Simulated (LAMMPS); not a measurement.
Consider a melt made from CoAl (CsCl type), 1024 atoms, at 1520 K and 0 GPa, brought to that temperature within a few picoseconds in molecular dynamics.

Level of theory: classical MD, pair style meam, file MoCoNiVFeAlCr_2nn.meam (LAMMPS).

Problem. Estimate the state found, the first peak of g(r), Co-Co, the coordination number of Al by Co for this model.

Solution. state found: liquid; first peak of g(r), Co-Co: 2.54 Å, height 2.1; coordination number of Al by Co: 6.74 (counted to 3.38 Å).

Caution: a run this short can hold a crystal over, or a liquid under, the potential's own melting point, which these runs don't give.
